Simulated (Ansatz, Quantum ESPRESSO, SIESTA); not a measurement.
Code comparison for Ti₂SnC (P1, 8 atoms in the cell)

Self-consistent single point, at a second geometry (atoms moved at random). First geometry:

```
CELL_PARAMETERS angstrom
      3.12262     0.00000     0.00000
     -1.56131     2.70427     0.00000
      0.00000     0.00000    13.48977
ATOMIC_POSITIONS crystal
  Ti 0.33333 0.66667 0.08134
  Ti 0.66667 0.33333 0.91866
  Ti 0.66667 0.33333 0.58134
  Ti 0.33333 0.66667 0.41866
  Sn 0.33333 0.66667 0.75000
  Sn 0.66667 0.33333 0.25000
  C  0.00000 0.00000 0.00000
  C  0.00000 0.00000 0.50000
```

Second geometry:
```xyz
8
Lattice="3.1226 0.0000 0.0000 -1.5613 2.7043 0.0000 0.0000 0.0000 13.4898" Properties=species:S:1:pos:R:3 pbc="T T T"
Ti    -0.0313     1.7408     1.0922
Ti     1.5375     0.8486    12.4289
Ti     1.4971     0.8793     7.8387
Ti     0.0109     1.7701     5.6704
Sn     0.0993     1.7630    10.1306
Sn     1.5496     0.9693     3.3583
C     -0.0054     0.0712    -0.0739
C      0.0262     0.0704     6.7690
```

Shared settings, as Ansatz (an electronic-structure program) writes them: kpoints.mp_grid.grid = 8 8 2; scf.occupations.method = fermi_dirac; scf.occupations.width = 0.05 eV. Potentials and cutoffs stand in the table.

```csv
code,model,ΔF from the first geometry (meV/atom),pressure (GPa),largest force (eV/Å),cutoff
Quantum ESPRESSO,"PBEsol, GBRV 1.5 ultrasoft (PBESOL) pseudopotentials",47.6,4.55,2.559,50 Ry
SIESTA,"GGA PBEsol, numerical atomic orbitals DZP, PseudoDojo PBEsol standard norm-conserving potentials (rewritten from UPF to PSML)",47.4,4.74,2.562,grid 400 Ry
Ansatz,"PBEsol, PAW files made with PBE",47.5,5.55,2.555,default
```

Size of the force on each atom (eV/Å): Sizes of forces hide their directions.

| code | Ti1 | Ti2 | Ti3 | Ti4 | Sn5 | Sn6 | C7 | C8 |
|---|---|---|---|---|---|---|---|---|
| Quantum ESPRESSO | 1.180 | 1.730 | 1.443 | 1.073 | 0.347 | 0.291 | 2.559 | 1.968 |
| SIESTA | 1.171 | 1.738 | 1.442 | 1.069 | 0.345 | 0.293 | 2.562 | 1.966 |
| Ansatz | 1.178 | 1.727 | 1.441 | 1.071 | 0.347 | 0.291 | 2.555 | 1.964 |

On Ansatz's run: spin polarisation is off.

The spread over the programs that give each value: ΔF from the first geometry within 0.2 meV/atom; pressure within 1.00 GPa; largest force within 0.007 eV/Å.

SIESTA uses small atom-centred bases, whose incompleteness enters pressures, forces and empty levels differently from a plane-wave cutoff. Ansatz's pressure is given at a fixed set of plane waves, as the other plane-wave codes print theirs; with its correction for the finite basis it is 5.63 GPa.

The starting cell comes from a database of computed structures (which also holds hypothetical and non-ambient phases and stackings), without a prior relaxation at this level. Its lattice was rescaled by a random factor within 2.5 % of one. For this run, on top of that: atoms moved at random.

Keys are those of Ansatz 0.2.
